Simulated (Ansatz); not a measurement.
## Pressure series in TiAl

The parent structure is TiAl (space group P4/mmm, No. 123).

```
CELL_PARAMETERS angstrom
      2.81296     0.00000     0.00000
      0.00000     2.81296     0.00000
      0.00000     0.00000     4.05849
ATOMIC_POSITIONS crystal
  Ti 0.00000 0.00000 0.00000
  Al 0.50000 0.50000 0.50000
```

Cell and atoms are relaxed at each pressure.

Method: plane-wave PAW DFT at the r2SCAN level (Ansatz, an electronic-structure program, 500 eV), without spin-orbit coupling.

Notes on the quantities. enthalpy: H = E + PV relative to the base's energy.

```csv
change,volume per atom,enthalpy
base,16.06 Å³,–
pressure −2 GPa,16.33 Å³,-0.20 eV/atom
pressure −1 GPa,16.19 Å³,-0.10 eV/atom
pressure 0.9 GPa,15.94 Å³,+0.09 eV/atom
pressure 2.1 GPa,15.79 Å³,+0.21 eV/atom
pressure 4.5 GPa,15.51 Å³,+0.44 eV/atom
pressure 9 GPa,15.04 Å³,+0.87 eV/atom
pressure 15 GPa,14.50 Å³,+1.42 eV/atom
pressure 22.5 GPa,13.93 Å³,+2.09 eV/atom
pressure 30 GPa,13.45 Å³,+2.73 eV/atom
```

Load acts through the strain it causes; cell and atoms are relaxed under it. Whether these cells are dynamically stable was not tested. No other phases were tried under pressure. The final runs are not spin-polarised.
